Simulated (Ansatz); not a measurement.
CaZrN2 (model structure, started from the MgZrN2 type, I4₁/amd, No. 141, 8 atoms in the cell) was calculated with PBEsol (PAW; Ansatz, a program for electronic structure).

From the output:

```
Relaxation: its limit of steps is 80 (relax.max_steps)
Crystal: 8 atoms, lattice volume = 100.799 Å³
Basis set: ecut = 520 eV, 2713 PW (Γ), exchange–correlation on 90×90×90 points (8 copies of the dense FFT grid, shifted against one another)
Bands: 40, of which v1, the nominal top of the filled ones, is band 32 counted from 1 (31 counted from 0)
Symmetry: 16 space group operations
Space group: I41/amd (ITA 141), of the structure as read, at distance tolerance 4.7e-5 Å
k-points: 349 of 4096
Functional: x = pbesol(κ = 0.804, μ = 0.12345679012345678), c = pbesol(β = 0.046)
SCF iter   1: F=—  HF=-13371.297798 eV  |F-HF|=—  |Δ(HF+E_count)|=         —  Δρ=1.39e-2  dr2=2.15e-1
SCF iter   2: F=—  HF=-13371.249695 eV  |F-HF|=—  |Δ(HF+E_count)|=   4.81e-2  Δρ=3.20e-3  dr2=1.55e-2
  ...
SCF 1 converged in 7 iterations: F = -13371.244868 eV  dr2 = 3.08e-8
Crystal: 8 atoms, lattice volume = 100.799 Å³
Initial density: handed on by an earlier stage of this run
SCF 2 converged in 5 iterations: F = -13371.246284 eV  dr2 = 3.52e-7
Crystal: 8 atoms, lattice volume = 100.799 Å³
SCF 3 converged in 5 iterations: F = -13371.246346 eV  dr2 = 4.66e-9
Crystal: 8 atoms, lattice volume = 100.799 Å³
SCF 4 converged in 4 iterations: F = -13371.246347 eV  dr2 = 1.52e-9
Crystal: 8 atoms, lattice volume = 100.799 Å³
SCF iter   3: F=—  HF=-13371.246347 eV  |F-HF|=—  |Δ(HF+E_count)|=  1.82e-12  Δρ=2.29e-7  dr2=6.32e-11
SCF iter   4: F=-13371.246347 eV  HF=-13371.246347 eV  |F-HF|=3.64e-12  |Δ(HF+E_count)|=  3.64e-12  Δρ=4.91e-8  dr2=5.28e-12
SCF 5 converged in 4 iterations: F = -13371.246347 eV  dr2 = 5.28e-12
SCF converged after 4 iterations
Free energy (F): -13371.246347 eV
Internal energy: -13371.245489 eV  (E = F + TS)
E sigma→0 (E₀):  -13371.245918 eV
Fermi energy:    12.478206 eV
--- Forces (eV/Å), atoms counted from 1 ---
  atom   1  Ca     0.00000000    -0.00000000     0.00000000
  atom   2  Ca     0.00000000     0.00000000     0.00000000
  atom   3  Zr     0.00000000     0.00000000     0.00000000
  atom   4  Zr    -0.00000000     0.00000000     0.00000000
  atom   5  N      0.00000000     0.00000000    -0.00037154
  atom   6  N     -0.00000000    -0.00000000    -0.00037154
  atom   7  N     -0.00000000     0.00000000     0.00037154
  atom   8  N      0.00000000    -0.00000000     0.00037154
--- Stress (GPa, compression-positive) ---
        3.723591       0.000000       0.000000
        0.000000       3.723591      -0.000000
        0.000000      -0.000000       3.731437
  P = ⅓ Tr σ = 3.7262 GPa (37.262 kbar)
```

Question: Write an input file that could have produced this run (the log leaves some choices open).

Answer: One answer among several that fit: 
Ansatz 0.2 input:
```yaml
crystal:
  lattice:
    - [-2.3109376618, 2.3109376618, 4.7186519907]
    - [2.3109376618, -2.3109376618, 4.7186519907]
    - [2.3109376618, 2.3109376618, -4.7186519907]
  atoms:
    - { symbol: Ca, position: [0.5, 0.5, 0.0] }
    - { symbol: Ca, position: [0.25, 0.75, 0.5] }
    - { symbol: Zr, position: [0.75, 0.25, 0.5] }
    - { symbol: Zr, position: [0.0, 0.0, 0.0] }
    - { symbol: N, position: [0.5186662389, 0.0186662389, 0.5] }
    - { symbol: N, position: [0.7686662389, 0.7686662389, 0.0] }
    - { symbol: N, position: [0.2313337611, 0.2313337611, 0.0] }
    - { symbol: N, position: [0.9813337611, 0.4813337611, 0.5] }
basis:
  ecutwfc: 520
  ecutrho_ratio: 4
  xc_grid: 2
kpoints:
  mp_grid: { grid: [16, 16, 16] }
hamiltonian:
  xc: pbesol
  dispersion: none
  pseudopotentials: { kind: paw }
scf:
  occupations: { method: fermi_dirac, width: 0.05 }
output:
  forces: true
  stress: true
  eigenvalues: true
relax:
  f_tol: 0.004
  escape_saddle: false
  max_steps: 80
  cell: { stress_tol: 0.02, fix: [volume] }
```

The cell is one volume of an energy–volume scan, off the minimum.

The PAW data were made under PBE.

Note: the relaxation could raise the start's symmetry but not lower it, so the cell can be a saddle point.

A model structure was made by putting elements into a prototype or built by hand; it is no filed structure, need not be a known phase, and can be a saddle point held by its symmetry.
